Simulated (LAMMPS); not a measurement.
MD of Ni (fcc) at zero pressure, 256 atoms, as a liquid; each row is its own run.

Computed with MD with a machine-learned potential, pair style snap, file Ni_Zuo_JPCA2020.snap (LAMMPS).

```
T (K)  D(Ni) (cm²/s)
-----  -------------
1380         1.09e-5
1730         2.82e-5
1900         3.88e-5
2160         5.07e-5
2420         6.70e-5
```

Question: Fit an Arrhenius law, ln y = a + b / x, to these rows (x is the first column, y the second) and predict the run at x = 1560.

Answer: Least squares gives a = -7.1665 and b = -5814. The slope times kB gives an activation energy of 0.50 eV. At x = 1560 the fit predicts 1.86e-5 cm²/s. The run itself gave (2.11 ± 0.09) × 10^-5 cm²/s, so the fit is 12 % low.

Caution (rows 1380; 1560): this liquid lies under the measured melting point of 1728 K, so it is undercooled or the potential melts low.

Caution: a run this short can hold a crystal over, or a liquid under, the potential's own melting point, which these runs don't give.

Caution (row 1560): enthalpy drifts during the constant-pressure average: a transition or slow ageing; fluctuation values are void.

Errors of D are the spread over four groups of atoms in one short run; a floor of about 5 %, a picked value, is safer.
